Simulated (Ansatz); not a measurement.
MgSe: response to strain

The reference is MgSe in the rock salt structure (space group Fm-3m, No. 225).

```xyz
2
Lattice="0.0000 2.7248 2.7248 2.7248 0.0000 2.7248 2.7248 2.7248 0.0000" Properties=species:S:1:pos:R:3 pbc="T T T"
Mg     0.0000     0.0000     0.0000
Se     2.7248     2.7248     2.7248
```

Strains are applied to the cell and any free atomic positions relax.

Calculations: PBEsol (Ansatz, a quantum-chemistry and plane-wave program), no spin-orbit coupling.

Candidates:
(a) isotropic strain −2.00 %
(b) isotropic strain +2.50 %
(c) isotropic strain +1.50 %

Notes on the quantities. energy relative to the base: free energy F.

Task: Order them by energy relative to the base, lowest first.

Result: (c) isotropic strain +1.50 % (+7.9 meV/atom), (a) isotropic strain −2.00 % (+16 meV/atom), (b) isotropic strain +2.50 % (+21 meV/atom)

Whether these cells are dynamically stable was not tested.
